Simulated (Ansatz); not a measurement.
Given:

```
BaTiO3
1.0
    2.81731     1.62657     2.30835
   -2.81731     1.62657     2.30835
    0.00000    -3.25315     2.30835
Ba Ti O
1 1 3
Cartesian
  0.00000   0.00000  -0.02046
  0.00000   0.00000   3.48959
 -1.39522   0.80553   4.54776
  0.00000  -1.61107   4.54776
  1.39522   0.80553   4.54776
```

No spin polarisation.

Hole doping at 1.0×10^22 cm⁻³ (0.635 per cell), with a uniform compensating background at fixed cell and a 300 K Fermi–Dirac width.

Calculations: PBEsol (Ansatz, a program for electronic structure, PAW, no SOC). Settings: 12×12×12 k-points, 0.0259 eV Fermi–Dirac smearing.

Predict the Fermi level relative to the doped band's edge (positive inside the band; to 0.05 eV).

+0.25 eV.

Estimate the gap between the host's bands.

2.23 eV.

Charged cell with a jellium background: band edges are those of the host's band count, energies are not comparable with the neutral cell, and many-body gap narrowing is missing. Stability against distortions was not tested. All final runs are without spin polarisation. The cell was made from BaTiO$_{3}$ (space group R3m, No. 160) by this change: holes 1.0×10^22 cm⁻³. This is not the structure that BaTiO3 has at room temperature and ambient pressure.
